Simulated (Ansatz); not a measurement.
## Mg3SnO (model structure, started from the Mg3SbN type, Pm-3m, No. 221, 5 atoms in the cell): properties by level of theory

```tsv
level (code)	lattice parameter a (Å)	bulk modulus B0 (GPa)	cohesive energy (eV/atom)
LDA (Ansatz)	(withheld)	80.3	(withheld)
PBE (Ansatz)	4.391	(withheld)	(withheld)
PBEsol (Ansatz)	(withheld)	74.1	(withheld)
r²SCAN (Ansatz)	4.345	(withheld)	(withheld)
```

Fill in the missing entries.


- LDA (Ansatz, a program for electronic structure), lattice parameter a (Å): 4.290
- LDA (Ansatz), cohesive energy (eV/atom): 3.82
- PBE (Ansatz), bulk modulus B0 (GPa): 69.5
- PBE (Ansatz), cohesive energy (eV/atom): 3.18
- PBEsol (Ansatz), lattice parameter a (Å): 4.348
- PBEsol (Ansatz), cohesive energy (eV/atom): 3.51
- r²SCAN (Ansatz), bulk modulus B0 (GPa): 78.4
- r²SCAN (Ansatz), cohesive energy (eV/atom): 3.39

Caveats: the bulk modulus is −V dP/dV from two relaxed cells at ±2 % in volume (LDA, PBE, PBEsol, r²SCAN). Ansatz's density-functional and Hartree–Fock values are scalar-relativistic unless marked +SOC, with PAW data made under PBE.

Free atoms are spin-polarised, in the lowest state found; at levels without +SOC their spin–orbit coupling is left out.

Computed values are for the static lattice.

A model structure was made by putting elements into a prototype or built by hand; it is no filed structure, need not be a known phase, and can be a saddle point held by its symmetry.
